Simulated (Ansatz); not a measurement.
GaAs under load (space group F-43m), Ansatz (an electronic-structure program) with PBE with spin-orbit coupling, rigid bands. Condition of this run: hydrostatic pressure of 7.2 GPa (compression positive) (the target of the relaxation). Band gap 1.04 eV, N_c = 1.28e18 cm⁻³ and N_v = 1.10e19 cm⁻³ at 300 K, conductivity masses of 0.125 mₑ (electrons) and 0.365 mₑ (holes). Take k_BT = 0.02585 eV.

Q: What thermal injection velocity √(2k_BT/πm) limits a ballistic channel?

A: 1.52e7 cm/s for electrons and 8.91e6 cm/s for holes, a ratio of √(m_h/m_e) = 1.71, for dilute carriers.

Q: What built-in voltage has an abrupt junction with N_A = 1e16 and N_D = 1e17 cm⁻³, all dopants ionised?

A: V_bi = E_g/e − (k_BT/e) ln(N_c N_v/(N_A N_D)) = 1.04 − 0.02585 × 9.55 = 0.79 V, for the computed gap.

Q: Find the intrinsic carrier density and the intrinsic Fermi level.

A: n_i = √(N_c N_v) exp(−E_g/2k_BT) = 3.75e18 × exp(−20.11) = 6.9e9 cm⁻³. The level lies (k_BT/2) ln(N_v/N_c) = 28 meV from mid-gap (positive towards the conduction band). Each 0.1 eV added to the gap lowers n_i by a factor of 6.9.

Rigid bands with the computed gap; masses take one relaxation time for all states. Geometry: cell and atoms relaxed with PBEsol.
